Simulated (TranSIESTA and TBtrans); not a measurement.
Junction: bicyclo[2.2.2]octane-1,4-diyl held by thiolate S between the apex atoms of two Al(100) rods. Leads: fcc Al rod along [100], layers of 5 and 4 atoms, a = 4.04 Å. Geometry: as built, not relaxed. Transport runs along z; the first 18 and the last 18 of the 91 atoms are the lead cells, repeated to infinity.

```xyz
91
Lattice="14.225 0.000 0.000 0.000 14.225 0.000 0.000 0.000 40.073" Properties=species:S:1:pos:R:3 pbc="F F T"
Al     7.113     7.113     0.000
Al     9.969     7.113     0.000
Al     7.113     9.969     0.000
Al     4.256     7.113     0.000
Al     7.113     4.256     0.000
Al     8.541     8.541     2.020
Al     5.684     8.541     2.020
Al     8.541     5.684     2.020
Al     5.684     5.684     2.020
Al     7.113     7.113     4.040
Al     9.969     7.113     4.040
Al     7.113     9.969     4.040
Al     4.256     7.113     4.040
Al     7.113     4.256     4.040
Al     8.541     8.541     6.060
Al     5.684     8.541     6.060
Al     8.541     5.684     6.060
Al     5.684     5.684     6.060
Al     7.113     7.113     8.080
Al     9.969     7.113     8.080
Al     7.113     9.969     8.080
Al     4.256     7.113     8.080
Al     7.113     4.256     8.080
Al     8.541     8.541    10.100
Al     5.684     8.541    10.100
Al     8.541     5.684    10.100
Al     5.684     5.684    10.100
Al     7.113     7.113    12.120
Al     9.969     7.113    12.120
Al     7.113     9.969    12.120
Al     4.256     7.113    12.120
Al     7.113     4.256    12.120
Al     8.541     8.541    14.140
Al     5.684     8.541    14.140
Al     8.541     5.684    14.140
Al     5.684     5.684    14.140
Al     7.113     7.113    16.160
S      7.963     5.327    17.334
C      7.145     5.793    18.900
C      5.605     5.819    18.729
C      4.917     6.204    20.066
C      5.973     6.446    21.173
S      5.147     6.897    22.739
C      6.805     5.150    21.344
C      7.494     4.767    20.007
C      6.920     7.579    20.705
C      7.611     7.194    19.369
H      5.246     4.820    18.398
H      5.323     6.552    17.942
H      4.225     5.390    20.377
H      4.306     7.122    19.921
H      7.577     5.295    22.131
H      6.144     4.319    21.675
H      8.596     4.731    20.152
H      7.166     3.750    19.696
H      7.694     7.771    21.480
H      6.343     8.520    20.570
H      8.715     7.198    19.503
H      7.367     7.954    18.593
Al     7.113     7.113    23.913
Al     8.541     8.541    25.933
Al     5.684     8.541    25.933
Al     8.541     5.684    25.933
Al     5.684     5.684    25.933
Al     7.113     7.113    27.953
Al     9.969     7.113    27.953
Al     7.113     9.969    27.953
Al     4.256     7.113    27.953
Al     7.113     4.256    27.953
Al     8.541     8.541    29.973
Al     5.684     8.541    29.973
Al     8.541     5.684    29.973
Al     5.684     5.684    29.973
Al     7.113     7.113    31.993
Al     9.969     7.113    31.993
Al     7.113     9.969    31.993
Al     4.256     7.113    31.993
Al     7.113     4.256    31.993
Al     8.541     8.541    34.013
Al     5.684     8.541    34.013
Al     8.541     5.684    34.013
Al     5.684     5.684    34.013
Al     7.113     7.113    36.033
Al     9.969     7.113    36.033
Al     7.113     9.969    36.033
Al     4.256     7.113    36.033
Al     7.113     4.256    36.033
Al     8.541     8.541    38.053
Al     5.684     8.541    38.053
Al     8.541     5.684    38.053
Al     5.684     5.684    38.053
```

Run with TranSIESTA and TBtrans (open boundaries, self-consistent; PseudoDojo norm-conserving potentials, scalar-relativistic): PAO.BasisSize SZP, PAO.EnergyShift 0.15 eV, XC.Authors PBE, Mesh.Cutoff 150 Ry, ElectronicTemperature 300 K, TS.Voltage 0.0 eV, TBT.Elecs.Eta 0.001 eV, no spin polarisation.

Energies count from the leads' Fermi level. Transmissions are for one spin of a degenerate pair. The energy step is 0.02 eV; narrower resonances are cut or missed.

```
E (eV)        T
------  -------
-0.20   0.00848
-0.16   0.00647
-0.12   0.00478
-0.08   0.00364
-0.04   0.00321
0.00    0.00354
0.04    0.00560
0.08    0.00741
0.12    0.00818
0.16    0.00875
0.20    0.00921
```

### Question
Give the zero-bias conductance in μS and the resistance at 300 K.

### Answer
At the Fermi level T = 0.00354. Averaged with −∂f/∂E over the full grid (kT = 25.9 meV) it is 0.00427, well away from the value at one energy, as T changes fast within a few kT. With G0 = 2e²/h = 77.48 μS, G = 0.331 μS and R = 1/G = 3020 kΩ.

### Question
Estimate the current at 0.3 V in linear response, and compare with the self-consistent run.

### Answer
I = G V = 0.331 μS × 0.3 V = 0.0993 μA; the self-consistent run gives 0.144 μA, 1.45 of it. Linear response leaves out the change of T over the bias window and the shift of levels under bias.

The leads' channel count changes near 0.03 eV, within the thermal window, so values at the Fermi level hang on where that band edge falls. Semilocal functionals put molecular levels too close to the Fermi level and tend to overestimate such conductances.
